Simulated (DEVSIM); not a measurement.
System: abrupt Ge n-p junction, at 300 K.

```
layer (left to right)  material  thickness (μm)  Nd (cm⁻³)  Na (cm⁻³)  τn (s)  τp (s)
---------------------  --------  --------------  ---------  ---------  ------  ------
1                            Ge            1.70     1.3e17          -  1.1e-7  1.1e-7
2                            Ge            1.90          -     1.2e15  1.1e-7  1.1e-7
```

Left contact: ohmic. Right contact: ohmic. Voltage is applied to the left contact. Recombination: SRH at mid-gap, Auger. Mobility is μmin + (μ − μmin)/(1 + (N/Nref)^α).

This is a model device: material constants are rounded textbook-type values typed into the input, and sizes, dopings and lifetimes were drawn at random. Values at 300 K.

| parameter | Ge |
|---|---|
| gap (eV) | 0.664 |
| affinity (eV) | 4 |
| permittivity | 16 |
| Nc (cm⁻³) | 1.04e19 |
| Nv (cm⁻³) | 6e18 |
| μn (cm²/Vs) | 3900 |
| μp (cm²/Vs) | 1900 |
| μn,min | 150 |
| μp,min | 100 |
| Nref,n | 2.6e17 |
| Nref,p | 4e17 |
| αn | 0.56 |
| αp | 0.6 |
| Cn (cm⁶/s) | 1e-31 |
| Cp (cm⁶/s) | 1e-31 |

Simulated with DEVSIM: 1D drift-diffusion, Boltzmann statistics, complete ionisation; no tunnelling, impact ionisation, image-force lowering or self-heating.

Task: Tabulate band edges, carrier densities and field at zero bias.

Result: Energies count from the Fermi level of the right contact; mesh points crowd at the junctions.

```tsv
x (μm)	Ec (eV)	Ev (eV)	n (cm⁻³)	p (cm⁻³)	field (V/cm)
0.000	0.113	-0.551	1.3e17	3.4e9	≈ 0
0.02190	0.113	-0.551	1.3e17	3.4e9	≈ 0
0.06320	0.113	-0.551	1.3e17	3.4e9	≈ 0
0.1411	0.113	-0.551	1.3e17	3.4e9	≈ 0
0.3565	0.113	-0.551	1.3e17	3.4e9	≈ 0
0.6942	0.113	-0.551	1.3e17	3.4e9	≈ 0
1.159	0.113	-0.551	1.3e17	3.4e9	≈ 0
1.479	0.113	-0.551	1.3e17	3.4e9	≈ 0
1.594	0.113	-0.551	1.3e17	3.4e9	≈ 0
1.656	0.115	-0.549	1.2e17	3.5e9	920
1.688	0.126	-0.538	7.8e16	5.6e9	9200
1.714	0.163	-0.501	1.9e16	2.3e10	13000
1.748	0.200	-0.464	4.5e15	9.7e10	9200
1.812	0.251	-0.413	6.3e14	6.9e11	7000
1.990	0.350	-0.314	1.4e13	3.2e13	4300
2.269	0.424	-0.240	7.8e11	5.6e14	1300
2.760	0.443	-0.221	3.7e11	1.2e15	46
3.167	0.444	-0.220	3.6e11	1.2e15	≈ 0
3.426	0.444	-0.220	3.6e11	1.2e15	≈ 0
3.519	0.444	-0.220	3.6e11	1.2e15	≈ 0
3.569	0.444	-0.220	3.6e11	1.2e15	≈ 0
3.600	0.444	-0.220	3.6e11	1.2e15	≈ 0
```
